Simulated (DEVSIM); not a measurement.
Device: Schottky contact on p-type Ge, at 400 K.

| layer (left to right) | material | thickness (μm) | Na (cm⁻³) | τn (s) | τp (s) |
|---|---|---|---|---|---|
| 1 | Ge | 13.0 | 1.4e16 | 2.4e-6 | 2.4e-6 |

Left contact: Schottky, work function 4.294 eV, emission velocity 2.5e6 cm/s. Right contact: ohmic. Voltage is applied to the left contact. Recombination: SRH at mid-gap, Auger. Mobility is μmin + (μ − μmin)/(1 + (N/Nref)^α).

The device is made up for the run: typed textbook-type constants, with dimensions and the other settings drawn at random. Values at 300 K; Nc and Nv go as T^1.5, mobilities as T to minus their exponent, the gap by Varshni's rule with the affinity fixed.

```csv
parameter,Ge
gap (eV),0.664
affinity (eV),4
permittivity,16
Nc (cm⁻³),1.04e19
Nv (cm⁻³),6e18
μn (cm²/Vs),3900
μp (cm²/Vs),1900
"μn,min",150
"μp,min",100
"Nref,n",2.6e17
"Nref,p",4e17
αn,0.56
αp,0.6
T exponent of μn,1.66
T exponent of μp,2.33
Cn (cm⁶/s),1e-31
Cp (cm⁶/s),1e-31
Varshni α (eV/K),0.000477
Varshni β (K),235
```

Simulated with DEVSIM: 1D drift-diffusion, Boltzmann statistics, complete ionisation; no tunnelling, impact ionisation, image-force lowering or self-heating. Metal contacts follow the ideal Schottky-Mott rule: no Fermi-level pinning, no interface dipoles.

Task: Tabulate band edges, carrier densities and field at zero bias.

Result: Energies count from the Fermi level of the right contact; mesh points crowd at the junctions.

```json
[
 {"x (μm)": "0.000", "Ec (eV)": "0.294", "Ev (eV)": "-0.330", "n (cm⁻³)": "3.2e15", "p (cm⁻³)": "6.4e14", "field (V/cm)": "16000"},
 {"x (μm)": "0.01516", "Ec (eV)": "0.316", "Ev (eV)": "-0.308", "n (cm⁻³)": "1.7e15", "p (cm⁻³)": "1.2e15", "field (V/cm)": "13000"},
 {"x (μm)": "0.03985", "Ec (eV)": "0.345", "Ev (eV)": "-0.280", "n (cm⁻³)": "7.3e14", "p (cm⁻³)": "2.8e15", "field (V/cm)": "9700"},
 {"x (μm)": "0.08007", "Ec (eV)": "0.374", "Ev (eV)": "-0.250", "n (cm⁻³)": "3.1e14", "p (cm⁻³)": "6.5e15", "field (V/cm)": "5200"},
 {"x (μm)": "0.1756", "Ec (eV)": "0.397", "Ev (eV)": "-0.227", "n (cm⁻³)": "1.6e14", "p (cm⁻³)": "1.3e16", "field (V/cm)": "810"},
 {"x (μm)": "0.3012", "Ec (eV)": "0.400", "Ev (eV)": "-0.224", "n (cm⁻³)": "1.4e14", "p (cm⁻³)": "1.4e16", "field (V/cm)": "56"},
 {"x (μm)": "0.5058", "Ec (eV)": "0.401", "Ev (eV)": "-0.223", "n (cm⁻³)": "1.4e14", "p (cm⁻³)": "1.4e16", "field (V/cm)": "≈ 0"},
 {"x (μm)": "0.9917", "Ec (eV)": "0.401", "Ev (eV)": "-0.223", "n (cm⁻³)": "1.4e14", "p (cm⁻³)": "1.4e16", "field (V/cm)": "≈ 0"},
 {"x (μm)": "1.631", "Ec (eV)": "0.401", "Ev (eV)": "-0.223", "n (cm⁻³)": "1.4e14", "p (cm⁻³)": "1.4e16", "field (V/cm)": "≈ 0"},
 {"x (μm)": "2.672", "Ec (eV)": "0.401", "Ev (eV)": "-0.223", "n (cm⁻³)": "1.4e14", "p (cm⁻³)": "1.4e16", "field (V/cm)": "≈ 0"},
 {"x (μm)": "4.367", "Ec (eV)": "0.401", "Ev (eV)": "-0.223", "n (cm⁻³)": "1.4e14", "p (cm⁻³)": "1.4e16", "field (V/cm)": "≈ 0"},
 {"x (μm)": "7.913", "Ec (eV)": "0.401", "Ev (eV)": "-0.223", "n (cm⁻³)": "1.4e14", "p (cm⁻³)": "1.4e16", "field (V/cm)": "≈ 0"},
 {"x (μm)": "9.886", "Ec (eV)": "0.401", "Ev (eV)": "-0.223", "n (cm⁻³)": "1.4e14", "p (cm⁻³)": "1.4e16", "field (V/cm)": "≈ 0"},
 {"x (μm)": "11.10", "Ec (eV)": "0.401", "Ev (eV)": "-0.223", "n (cm⁻³)": "1.4e14", "p (cm⁻³)": "1.4e16", "field (V/cm)": "≈ 0"},
 {"x (μm)": "12.02", "Ec (eV)": "0.401", "Ev (eV)": "-0.223", "n (cm⁻³)": "1.4e14", "p (cm⁻³)": "1.4e16", "field (V/cm)": "≈ 0"},
 {"x (μm)": "12.41", "Ec (eV)": "0.401", "Ev (eV)": "-0.223", "n (cm⁻³)": "1.4e14", "p (cm⁻³)": "1.4e16", "field (V/cm)": "≈ 0"},
 {"x (μm)": "12.64", "Ec (eV)": "0.401", "Ev (eV)": "-0.223", "n (cm⁻³)": "1.4e14", "p (cm⁻³)": "1.4e16", "field (V/cm)": "≈ 0"},
 {"x (μm)": "12.79", "Ec (eV)": "0.401", "Ev (eV)": "-0.223", "n (cm⁻³)": "1.4e14", "p (cm⁻³)": "1.4e16", "field (V/cm)": "≈ 0"},
 {"x (μm)": "12.90", "Ec (eV)": "0.401", "Ev (eV)": "-0.223", "n (cm⁻³)": "1.4e14", "p (cm⁻³)": "1.4e16", "field (V/cm)": "≈ 0"},
 {"x (μm)": "12.95", "Ec (eV)": "0.401", "Ev (eV)": "-0.223", "n (cm⁻³)": "1.4e14", "p (cm⁻³)": "1.4e16", "field (V/cm)": "≈ 0"},
 {"x (μm)": "12.98", "Ec (eV)": "0.401", "Ev (eV)": "-0.223", "n (cm⁻³)": "1.4e14", "p (cm⁻³)": "1.4e16", "field (V/cm)": "≈ 0"},
 {"x (μm)": "13.00", "Ec (eV)": "0.401", "Ev (eV)": "-0.223", "n (cm⁻³)": "1.4e14", "p (cm⁻³)": "1.4e16", "field (V/cm)": "≈ 0"}
]
```
